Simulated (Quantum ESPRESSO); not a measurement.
Quantum ESPRESSO run on LiBr (Fm-3m, 2 atoms in the cell): self-consistent single point.

Level of theory: LDA (PZ), GBRV 1.5 ultrasoft (LDA) pseudopotentials (plane waves; Quantum ESPRESSO).

```yaml
crystal:
  lattice:
    - [0.00000, 2.72269, 2.72269]
    - [2.72269, 0.00000, 2.72269]
    - [2.72269, 2.72269, 0.00000]
  atoms:
    - { symbol: Li, position: [0.00000, 0.00000, 0.00000] }
    - { symbol: Br, position: [0.50000, 0.50000, 0.50000] }
```

Reference input (self-consistent single point, DFT, LDA (PZ), plane waves, GBRV 1.5 ultrasoft (LDA) pseudopotentials): ecutwfc = 40 Ry; ecutrho = 200 Ry; occupations = smearing; smearing = fd; degauss = 0.000734986 Ry; potentials = {Li: li_lda_v1.4.uspp.F.UPF, Br: br_lda_v1.4.uspp.F.UPF}; K_POINTS = automatic 10 10 10 0 0 0; conv_thr = 1e-10 Ry. This run's input differs from it in these lines:

```diff
@@ -32,3 +32,3 @@
 K_POINTS {automatic}
-10 10 10  0 0 0
+5 5 5  0 0 0
```

Output (repeated stretches shortened):

```
     Self-consistent Calculation

     iteration #  1     ecut=    40.00 Ry     beta= 0.70

     Threshold (ethr) on eigenvalues was too large:
     Diagonalizing with lowered threshold

     total energy              =     -61.08459710 Ry
     estimated scf accuracy    <       0.02013348 Ry

     iteration #  2     ecut=    40.00 Ry     beta= 0.70

     total energy              =     -61.08603724 Ry
     estimated scf accuracy    <       0.00104847 Ry

     iteration #  3     ecut=    40.00 Ry     beta= 0.70

     total energy              =     -61.08634288 Ry
     estimated scf accuracy    <       0.00008325 Ry

   [... 2 blocks of this kind left out ...]

     iteration #  6     ecut=    40.00 Ry     beta= 0.70

     total energy              =     -61.08636163 Ry
     estimated scf accuracy    <          5.8E-10 Ry

     iteration #  7     ecut=    40.00 Ry     beta= 0.70
     End of self-consistent calculation

     the Fermi energy is     3.7042 ev

!    total energy              =     -61.08636163 Ry
     estimated scf accuracy    <          9.0E-11 Ry
     smearing contrib. (-TS)   =       0.00000000 Ry
     internal energy E=F+TS    =     -61.08636163 Ry

     convergence has been achieved in   7 iterations

     Forces acting on atoms (cartesian axes, Ry/au):

     atom    1 type  1   force =     0.00000000    0.00000000    0.00000000
     atom    2 type  2   force =     0.00000000    0.00000000    0.00000000

     Total force =     0.000000     Total SCF correction =     0.000000

          total   stress  (Ry/bohr**3)                   (kbar)     P=      -21.14
  -0.00014370  -0.00000000  -0.00000000          -21.14       -0.00       -0.00
  -0.00000000  -0.00014370  -0.00000000           -0.00      -21.14       -0.00
  -0.00000000  -0.00000000  -0.00014370           -0.00       -0.00      -21.14

   JOB DONE.
```

The run converged in 7 iterations. Against the reference run the free energy rises by 1.2 meV/atom, the pressure hardly changes (-2.15 to -2.11 GPa) and the gap on the mesh moves little (4.771 to 4.776 eV).

The starting cell comes from a database of computed structures (which also holds hypothetical and non-ambient phases and stackings), without a prior relaxation at this level.
